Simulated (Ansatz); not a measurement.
## Seebeck coefficient of heavily doped n-type InP (F-43m)

InP (F-43m), n-type; conventional cell a = 5.9066 Å, b = 5.9066 Å, c = 5.9066 Å, α = 90.00°, β = 90.00°, γ = 90.00°. Method: r2SCAN with spin-orbit coupling, rigid bands (plane waves, PAW; Ansatz, a program for electronic structure). Geometry: cell and atoms relaxed with r2SCAN. Sums run over bands interpolated from the self-consistent mesh; computed gap 1.00 eV. |S| is the size of the Seebeck coefficient, averaged over directions. Temperature 300 K; every row lies over 1.5 times the effective density of states N_c. For a degenerate gas in one parabolic band with a constant relaxation time, |S| = π²k_B²T·m*/(eħ²(3π²n)^(2/3)), a line through zero in x = (n/10¹⁹ cm⁻³)^(-2/3) with slope 650 μV/K × m*/mₑ.

```csv
electron density (cm⁻³),x,|S| (μV/K)
1e18,4.642,?
3e18,2.231,107
1e19,1.000,56
3e19,0.481,32
1e20,0.215,18
```

Using a straight line, estimate the missing |S| at x = 4.642 from the other rows, showing the fit.

With u = x - 1.0, the rows have u = 1.2310, 0.0000, -0.5190, -0.7850. Means: u -0.018250, |S| 53.2. About the means, the sum of products is 104.87 and the sum of squares of u is 2.3996; the slope is their ratio. Least squares gives |S| = 54.0 + 43.70·u. Residuals (row less fit): -0.8, 2.0, 0.7, -1.7; standard error 2.0 (degrees of freedom: 2). The slope gives m* ≈ 43.7/650 = 0.067 mₑ, and the line's value at x = 0 is 10 μV/K, where the simple form has zero. At the withheld row, u = 3.6420, so |S| = 54.0 + 43.70 × 3.6420 = 213.2 μV/K. The calculation gives 178 μV/K, 35.2 μV/K below the prediction (22.0 % of the range of |S| in the table). The row lies outside the fitted rows, so this is an extrapolation. From the scatter of the fitted rows alone, a prediction at this place has a standard error of 5.2 μV/K, so the miss is 6.7 times that.

Left out, since |S| turns up again there as further valleys or bands fill: 3e20, 1e21 cm⁻³. The withheld row is the least degenerate, at 1.7 times N_c. From the dilute limit the run's density-of-states mass is 0.081 mₑ. Within a few times N_c even one parabolic band lies under the degenerate line, which lowers the slope and lifts the intercept; non-parabolic bands and further valleys enter both too. Series that bend far from a line aren't tabulated. Rigid bands with a gap fixed in temperature, one relaxation time for all states and one kind of carrier; polarons and phonon drag are left out, and so is whether such doping can be reached.
